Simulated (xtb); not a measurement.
xtb 6.7.1, GFN1-xTB: CN(C)[C]=O, charge 0, multiplicity 2, 11 atoms. The geometry is a generated start, not checked to be a minimum at this level.

```yaml
method: GFN1-xTB
"--acc": 1 (default)
"--etemp (K)": 300 (default)
detailed input (--input): "none: ANC optimiser, Lindh (1995) Hessian, microcycle=20, maxdispl=1.0, hlow=0.01 (default)"
basis_functions: 32
valence_electrons: 29
```

```xyz
11

C      1.3517    -0.0786     0.1516
N     -0.0156     0.3650     0.0156
C     -1.0060    -0.6997    -0.1404
C     -0.3217     1.6401     0.0228
O     -1.3631     2.2425    -0.0751
H      2.0005     0.7830     0.2964
H      1.4487    -0.7479     1.0112
H      1.6692    -0.6187    -0.7453
H     -1.9893    -0.2453    -0.2342
H     -0.7863    -1.2850    -1.0352
H     -0.9881    -1.3553     0.7326
```

Charge 0 and multiplicity 2 are set for this test and not shown to be the ground state. GFN-xTB has no spin term: --uhf 1 sets the occupations alone.

The structure is relaxed from this start with --opt LEVEL for the levels crude, sloppy, loose, lax, normal, tight, vtight, extreme, once each. Up to the end of the extreme run atoms move by at most 0.064 Å along an axis.

Question: What is the loosest level that ends within 1 meV of the extreme run, and how many cycles does it take?

Answer: sloppy: 4 cycles against 12, ending 0.29 meV above.

```csv
level,cycles,energy above the extreme run (meV),gradient norm (eV/Å)
crude,2,5.9,0.47
sloppy,4,0.29,0.12
loose,4,0.29,0.12
lax,4,0.29,0.12
normal,6,0.042,0.013
tight,6,0.042,0.013
vtight,11,under 0.01,0.0020
extreme,12,—,0.0016
```
